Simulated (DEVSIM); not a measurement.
System: abrupt GaAs p-n junction, at 350 K.

Layer 1 from the left is GaAs, thickness (μm) 11.0, Na (cm⁻³) 6.3e15, τn (s) 9e-8, τp (s) 9e-8. Layer 2 from the left is GaAs, thickness (μm) 33.0, Nd (cm⁻³) 1.8e15, τn (s) 9e-8, τp (s) 9e-8.

Left contact: ohmic. Right contact: ohmic. Voltage is applied to the left contact. Recombination: SRH at mid-gap, radiative. Mobility is μmin + (μ − μmin)/(1 + (N/Nref)^α).

Constants are typed, rounded textbook-type inputs, not results; the design itself was drawn at random and stands for no fabricated device. Values at 300 K; Nc and Nv go as T^1.5, mobilities as T to minus their exponent, the gap by Varshni's rule with the affinity fixed.

GaAs: gap (eV) 1.424, affinity (eV) 4.07, permittivity 12.9, Nc (cm⁻³) 4.7e17, Nv (cm⁻³) 9e18, μn (cm²/Vs) 8500, μp (cm²/Vs) 400, μn,min 500, μp,min 20, Nref,n 6e16, Nref,p 1.5e17, αn 0.39, αp 0.38, T exponent of μn 2.1, T exponent of μp 2.2, B (cm³/s) 2e-10, Varshni α (eV/K) 0.000541, Varshni β (K) 204.

Question: Estimate by hand the built-in potential, the peak field at zero bias, the capacitance at -3 V, and compare with a numerical solution.

Answer: 
- Built-in potential: ni = √(Nc Nv) exp(−Eg/2kT) = 2.12e8 cm⁻³ with Eg = 1.401 eV; Vbi = kT/q ln(Na Nd/ni²) = 1.000 V; numerical 1.000 V.
- Peak field at zero bias: depletion approximation: W = √(2εVbi/(qN)) = 1.01 μm with N = 1.40e15 cm⁻³; field = 2Vbi/W = 19800 V/cm; numerical 19200 V/cm (estimate above by 3.1 %).
- Capacitance at -3 V: C = √(qεN / 2(Vbi + |V|)) = 5.66 nF/cm²; numerical 5.70 nF/cm² (estimate below by 0.76 %).

Simulated with DEVSIM: 1D drift-diffusion, Boltzmann statistics, complete ionisation; no tunnelling, impact ionisation, image-force lowering or self-heating.
